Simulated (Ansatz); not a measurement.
A computed series for WSi2: response to strain

Consider WSi₂ (space group I4/mmm, No. 139; a = 3.202 Å, c = 7.818 Å; relaxed with 0.1 eV smearing). Axes: x, y, z lie along a, b, c of the conventional cell.

Strains are applied to the cell and any free atomic positions relax.

All numbers come from PBEsol, PAW, 420 eV (Ansatz, a first-principles code; without spin-orbit coupling).

Notes on the quantities. energy relative to the base: free energy F; pressure: mean of the normal stresses, compression positive.

```tsv
variant	energy relative to the base	volume per atom	pressure
base	0 meV/atom	13.36 Å³	0.0 GPa
uniaxial strain ε_zz = −3.00 %	+23 meV/atom	12.96 Å³	8.6 GPa
uniaxial strain ε_zz = −2.50 %	+16 meV/atom	13.03 Å³	___
uniaxial strain ε_zz = −2.00 %	+9.8 meV/atom	13.09 Å³	5.5 GPa
uniaxial strain ε_zz = −1.50 %	+5.4 meV/atom	13.16 Å³	4.0 GPa
uniaxial strain ε_zz = −0.50 %	+0.6 meV/atom	13.30 Å³	1.3 GPa
uniaxial strain ε_zz = +0.50 %	+0.6 meV/atom	13.43 Å³	___
uniaxial strain ε_zz = +1.50 %	+5.0 meV/atom	13.56 Å³	-3.6 GPa
uniaxial strain ε_zz = +2.00 %	+8.7 meV/atom	13.63 Å³	-4.6 GPa
uniaxial strain ε_zz = +2.50 %	+13 meV/atom	13.70 Å³	-5.7 GPa
```

Q: Some entries are withheld; estimate them.

A: 
- uniaxial strain ε_zz = −2.50 %, pressure: 7.0 GPa
- uniaxial strain ε_zz = +0.50 %, pressure: -1.2 GPa

Whether these cells are dynamically stable was not tested. All final runs are without spin polarisation.
